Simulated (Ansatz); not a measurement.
ReC (model structure, started from the rocksalt type, Fm-3m, No. 225, 2 atoms in the cell): lattice constant a by level of theory

No measured value is used here.

```tsv
level (code)	value (Å)
LDA (Ansatz)	4.289
PBE (Ansatz)	4.347
PBEsol (Ansatz)	4.311
PBE-D3(BJ) (Ansatz)	4.320
```

Density-functional levels without +SOC have no spin–orbit coupling. LDA, PBE, PBEsol, PBE-D3(BJ): the run has no spin polarisation, so it can have missed a magnetic state. Ansatz's density-functional and Hartree–Fock values are scalar-relativistic unless marked +SOC, with PAW data made under PBE.

A model structure was made by putting elements into a prototype or built by hand; it is no filed structure, need not be a known phase, and can be a saddle point held by its symmetry.

Ansatz is a first-principles code.
